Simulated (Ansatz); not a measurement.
Cs2Se: pressure 4.2 GPa

Take Cs2Se (space group Pnma, No. 62; a = 8.782 Å, b = 5.438 Å, c = 10.675 Å; a cell from a computed database, its experimental status unchecked) as the base.

One thing is altered: a hydrostatic pressure of 4.2 GPa.

Method: PBEsol, PAW, 420 eV (Ansatz, a first-principles code; no spin-orbit coupling). k-mesh 3×5×3 (Γ-centred); smearing 0.05 eV (Fermi–Dirac).

| quantity | base | changed | shift |
|---|---|---|---|
| volume per atom | 42.48 Å³ | 33.48 Å³ | -9.00 Å³ |
| enthalpy H = E + PV relative to the base's energy | – | +0.97 eV/atom | – |
| band gap (an upper bound: an edge found on the path is not a true extremum; the changed cell) | 1.95 eV | 2.50 eV | +0.55 eV |

From pressure 4.2 GPa on, the axis ratios lie over 15 % from the base's, so the cell there is far from its starting form. Load acts through the strain it causes; cell and atoms are relaxed under it. Stability against distortions was not tested.
